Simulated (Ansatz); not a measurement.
**Effect of Se → Os on CdSe**

Consider CdSe in the wurtzite structure (space group P6_3mc, No. 186; a = 4.3021 Å, c = 7.0214 Å).

Now apply this change: every Se is replaced by Os, then cell and atoms are relaxed.

Calculations: Ansatz (an electronic-structure program), PBEsol, PAW, cutoff 420 eV, without spin-orbit coupling, earlier PAW set. Γ-centred 12×12×9 mesh, Fermi–Dirac width 0.05 eV, for the changed cell.

| quantity | base | changed | shift |
|---|---|---|---|
| volume per atom | 28.13 Å³ | 23.17 Å³ | -4.96 Å³ |
| density | 5.65 g/cm³ | 10.84 g/cm³ | +5.195 g/cm³ |
| space group | P6_3mc (No. 186) | P6_3/mmc (No. 194) | – |
| shortest interatomic distance | 2.633 Å | 2.608 Å | -0.025 Å |
| band gap | 0.54 eV | zero | – |

Final structure:

```xyz
4
Lattice="4.5172 0.0000 0.0000 -2.2586 3.9120 0.0000 0.0000 0.0000 5.2456" Properties=species:S:1:pos:R:3 pbc="T T T"
Cd     2.2586     1.3040     1.3114
Cd     0.0000     2.6080     3.9342
Os     2.2586     1.3040     3.9342
Os     0.0000     2.6080     1.3114
```

With Os present, leaving out spin-orbit coupling can change the band edges. Whether these cells are dynamically stable was not tested. As relaxed here, CdOs is a hypothetical phase, not in the database extracts checked. All final runs are without spin polarisation. CdOs has a high density of states at the Fermi level and may be magnetic at this level.
